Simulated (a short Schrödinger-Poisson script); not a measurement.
Stack: symmetric double-gate stack, Si3N4 on p-type Si(100), at 300 K.

```tsv
layer	material	thickness (nm)	Na (cm⁻³)
1	Si3N4	3.2	-
2	Si	3	1e16
3	Si3N4	3.2	-
```

The device is made up for the run: typed textbook-type constants, with dimensions and the other settings drawn at random. Si3N4: permittivity 7.5, conduction-band edge (eV) 1.95, gap (eV) 5.1, electron mass (mₑ) 0.5. Si: permittivity 11.7, conduction-band edge (eV) 0, gap (eV) 1.124, Nv at 300 K (cm⁻³) 3.1e19.

Channel valleys (confinement mass, in-plane density-of-states mass, number): Δ2 0.916, 0.19, 2; Δ4 0.19, 0.417, 4. At the gates, both at one voltage, the conduction-band edge of layer 1 lies 2.46 eV − eVg above the Fermi level of the channel. Gaps are held at their typed values at every temperature. Mesh 0.03 nm at interfaces.

Solved with a short Schrödinger-Poisson script written for these runs: 1D Poisson equation in equilibrium, electrons classical, Boltzmann, parabolic valleys, classical holes, full ionisation, no traps, pinning or gate leakage.

The same stack at other levels of the model or other numerical settings:

```
run                                          sheet density of all electrons at Vg = 1.2 V (cm⁻²)  sheet density of all electrons at Vg = 0.6 V (cm⁻²)  capacitance of both gates at Vg = 1.2 V (μF/cm²)  gate voltage at 1e11 electrons/cm² (V)  rough cost against the base
-------------------------------------------  ---------------------------------------------------  ---------------------------------------------------  ------------------------------------------------  --------------------------------------  ---------------------------
base                                                                                     1.64e13                                              2.79e12                                              3.85                                    0.40                      about 1
electrons treated as classical, Fermi-Dirac                                              1.58e13                                              2.73e12                                              3.65                                    0.40                            2
electrons treated as quantum, Hartree                                                    1.36e13                                              1.66e12                                              3.42                                    0.45                           20
mesh six times as coarse                                                                 1.62e13                                              2.74e12                                              3.79                                    0.40                          0.7
```

The classical rows ignore confinement, and Boltzmann statistics overrate the density once the band edge passes the Fermi level.
